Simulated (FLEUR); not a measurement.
Band structure of NaLu₃ (Fm-3m, 4 atoms in the cell).

```xyz
4
Lattice="0.0000 3.8844 3.8844 3.8844 0.0000 3.8844 3.8844 3.8844 0.0000" Properties=species:S:1:pos:R:3 pbc="T T T"
Na     0.0000     0.0000     0.0000
Lu     1.9422     1.9422     1.9422
Lu     5.8267     5.8267     5.8267
Lu     3.8844     3.8844     3.8844
```

Method of the run: FLEUR with LDA (Vosko-Wilk-Nusair), all-electron FLAPW (FLEUR), scalar-relativistic valence.

Settings: Kmax = 3.8 1/bohr; GmaxXC = 15.2 1/bohr; xcFunctional = vwn; jspins = 1; l_soc = F; mode = hist; fermiSmearingEnergy = 0.00367493 Htr; mesh (inpgen div1-3) = 8 8 8; inpgen gamma flag = true; Gmax = 15.2 1/bohr; numbands = 0; maxIterBroyd = 15; imix = Anderson; alpha = 0.05.

The starting cell comes from a database of computed structures (which also holds hypothetical and non-ambient phases and stackings), without a prior relaxation at this level. Spin-orbit coupling is off. Values depend on the basis (sphere radii, cutoffs, local orbitals), which need not be converged.

Levels in eV from the Fermi level, bands 39 to 46:
```csv
point,39,40,41,42,43,44,45,46
Γ,-0.90,-0.90,-0.34,-0.34,-0.34,0.34,0.34,0.34
X,-2.58,-2.04,-1.83,0.50,0.53,0.53,0.55,0.55
W,-2.58,-2.53,-1.77,0.24,0.24,0.33,0.67,1.01
K,-2.79,-2.16,-1.54,0.12,0.15,0.59,0.74,0.98
L,-3.00,-0.56,-0.56,-0.40,0.31,0.31,0.33,0.33
U,-2.79,-2.16,-1.54,0.12,0.15,0.59,0.74,0.98
```
